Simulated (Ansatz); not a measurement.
Start from PbTe in the rock salt structure (space group Fm-3m, No. 225; a = 6.5342 Å).

Level of theory: plane-wave PAW DFT at the r2SCAN level (Ansatz, an electronic-structure program, 500 eV), spin-orbit coupling left out.

One change was made to it. Results:

The volume per atom falls by 0.24 Å³ (34.87 Å³ → 34.63 Å³); the valley order (the lowest conduction-band minima on the path, energy above the VBM, named in the base's zone) goes from L along ⟨111⟩ 1.09 eV; a point along ⟨110⟩, about 0.5 Å⁻¹ from Γ 1.61 eV; a point along ⟨100⟩, about 0.3 Å⁻¹ from Γ 2.01 eV to L along ⟨111⟩ 1.07 eV; a point along ⟨110⟩, about 0.5 Å⁻¹ from Γ 1.60 eV; a point along ⟨100⟩, about 0.3 Å⁻¹ from Γ 2.00 eV; the width of the top valence band rises by 0.04 eV (2.77 eV → 2.81 eV).

Problem. Which change produced these results?
(A) pressure 5 GPa
(B) pressure 1.5 GPa
(C) pressure 0.3 GPa

Solution. C, pressure 0.3 GPa. For comparison, the valley order in the other runs: pressure 5 GPa gives L along ⟨111⟩ 0.86 eV; a point along ⟨110⟩, about 0.5 Å⁻¹ from Γ 1.47 eV; a point along ⟨100⟩, about 0.4 Å⁻¹ from Γ 1.93 eV; pressure 1.5 GPa gives L along ⟨111⟩ 1.02 eV; a point along ⟨110⟩, about 0.5 Å⁻¹ from Γ 1.56 eV; a point along ⟨100⟩, about 0.3 Å⁻¹ from Γ 1.96 eV.

Spin-orbit coupling, missing from the scalar runs, can matter with Pb and Te. The levels and masses belong to the bands next to the band gap. Load acts through the strain it causes; cell and atoms are relaxed under it. Stability against distortions was not tested. Competing high-pressure phases were not computed.
